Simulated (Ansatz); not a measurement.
The reference is CdSe in the zinc blende structure (space group F-43m, No. 216; a = 6.196 Å).

(Cell as relaxed with PBE.)

Levels (all Ansatz, an electronic-structure program, PAW, earlier PAW set): PBE (420 eV, no spin-orbit coupling); r2SCAN (500 eV, no SOC).

Each level relaxes its own structure.

| base | PBE | r2SCAN |
|---|---|---|
| volume per atom | 29.74 Å³ | 28.84 Å³ |
| lattice parameter a | 6.196 Å | 6.133 Å |
| band gap | 0.49 eV | 1.03 eV |

Perturbation: every Cd is replaced by Zn, then cell and atoms are relaxed.

```json
[
 {"quantity": "band gap", "PBE": "1.15 eV", "r2SCAN": "…"},
 {"quantity": "hole mass (degenerate bands, along [100])", "PBE": "0.094, 0.63, 0.63 mₑ (at Γ)", "r2SCAN": "…"},
 {"quantity": "shift of the gap caused by the change", "PBE": "+0.66 eV", "r2SCAN": "…"},
 {"quantity": "volume per atom", "PBE": "23.55 Å³", "r2SCAN": "…"}
]
```

Task: What does r2SCAN give?

Result: 
- band gap, r2SCAN: 1.86 eV
- hole mass (degenerate bands, along [100]), r2SCAN: 0.13, 0.60, 0.60 mₑ (at Γ)
- shift of the gap caused by the change, r2SCAN: +0.83 eV
- volume per atom, r2SCAN: 22.74 Å³

PBE's band gap lies 0.71 eV below r2SCAN's; PBE's shift of the gap caused by the change lies 0.17 eV below r2SCAN's; PBE's volume per atom lies 0.81 Å³ above r2SCAN's (3.6 %). Neither level is exact; r2SCAN is the comparison here, not a measurement.

Masses are band curvatures over ±0.01 Å⁻¹ around the edge. Whether these cells are dynamically stable was not tested.
